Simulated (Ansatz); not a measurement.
## Be, response to strain

Start from Be in the hcp (Mg type) structure (space group P6_3/mmc, No. 194; a = 2.255 Å, c = 3.558 Å; relaxed with 0.1 eV smearing).

Strains are applied to the cell and any free atomic positions relax.

The values are results of Ansatz (a quantum-chemistry and plane-wave program), PBEsol, PAW, cutoff 420 eV, spin-orbit coupling left out, not measurements.

Notes on the quantities. pressure: mean of the normal stresses, compression positive; energy relative to the base: free energy F.

```
case                      pressure  energy relative to the base  shortest interatomic distance
------------------------  --------  ---------------------------  -----------------------------
base                       0.0 GPa                   0 meV/atom                     4.166 bohr
isotropic strain −3.00 %         …                            …                     4.041 bohr
isotropic strain −2.50 %  10.7 GPa                 +18 meV/atom                     4.062 bohr
isotropic strain −1.50 %   6.1 GPa                +6.4 meV/atom                     4.104 bohr
isotropic strain −1.00 %   3.9 GPa                +2.8 meV/atom                     4.124 bohr
isotropic strain −0.50 %   1.9 GPa                +0.7 meV/atom                     4.145 bohr
isotropic strain +0.50 %  -1.8 GPa                +0.7 meV/atom                     4.187 bohr
isotropic strain +1.00 %  -3.5 GPa                +2.7 meV/atom                     4.208 bohr
isotropic strain +2.00 %  -6.7 GPa                 +10 meV/atom                     4.249 bohr
isotropic strain +3.00 %  -9.5 GPa                 +23 meV/atom                     4.291 bohr
```

Question: What belongs in the blanks?

Answer: 
- isotropic strain −3.00 %, pressure: 13.2 GPa
- isotropic strain −3.00 %, energy relative to the base: +26 meV/atom

Stability against distortions was not tested.
